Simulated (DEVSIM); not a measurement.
System: Schottky contact on n-type GaAs, at 300 K.

Layer 1 from the left is GaAs, thickness (μm) 11.0, Nd (cm⁻³) 9.2e16, τn (s) 2.7e-8, τp (s) 2.7e-8.

Left contact: Schottky, work function 4.9 eV, emission velocity 1.5e6 cm/s. Right contact: ohmic. Voltage is applied to the left contact. Recombination: SRH at mid-gap, radiative, Auger. Mobility is constant in doping.

Constants are typed, rounded textbook-type inputs, not results; the design itself was drawn at random and stands for no fabricated device. Values at 300 K.

GaAs: gap (eV) 1.424, affinity (eV) 4.07, permittivity 12.9, Nc (cm⁻³) 4.7e17, Nv (cm⁻³) 9e18, μn (cm²/Vs) 8500, μp (cm²/Vs) 400, B (cm³/s) 2e-10, Cn (cm⁶/s) 1e-30, Cp (cm⁶/s) 1e-30.

Simulated with DEVSIM: 1D drift-diffusion, Boltzmann statistics, complete ionisation; no tunnelling, impact ionisation, image-force lowering or self-heating. Metal contacts follow the ideal Schottky-Mott rule: no Fermi-level pinning, no interface dipoles.

Dark forward current:

```
|V| (V)  |J| (A/cm²)
-------  -----------
0.05        7.613e-9
0.10        6.024e-8
0.15        4.242e-7
0.20        2.941e-6
0.25        2.035e-5
0.30       0.0001408
0.35       0.0009738
0.40        0.006736
0.45         0.04659
0.50          0.3222
0.55           2.227
0.60           15.33
0.65           102.9
0.70           600.3
0.75            2317
```

Question: Work out the local ideality factor n = ΔV / (kT/q · ln(J2/J1)) between the rows 0.15 and 0.20 V, 0.70 and 0.75 V.

Answer: kT/q = 25.85 mV. From 0.15 to 0.20 V: ln(2.941e-6/4.242e-7) = 1.936, n = 1.00, near the 1 of diffusion or emission over a barrier. From 0.70 to 0.75 V: ln(2317/600.3) = 1.351, n = 1.43; the layers' resistance at their doping, Σ W/(qμN) = 8.8e-6 Ω cm², would take 15 mV of this step of 50 mV.

Question: Estimate the current at 0.40 V for emission alone, J0 = q v N_band exp(−φB/kT), and read the barrier back from the simulated current.

Answer: φB = 0.830 eV, N_band = 4.70e17 cm⁻³, J0 = 1.28e-9 A/cm²; J = J0 (exp(qV/kT) − 1) = 0.00674 A/cm². The simulation gives 0.00674 A/cm², the same within the digits that matter. Read backwards, the simulated current gives an apparent barrier of 0.830 eV. The estimate leaves out transport through the depletion region and minority injection.
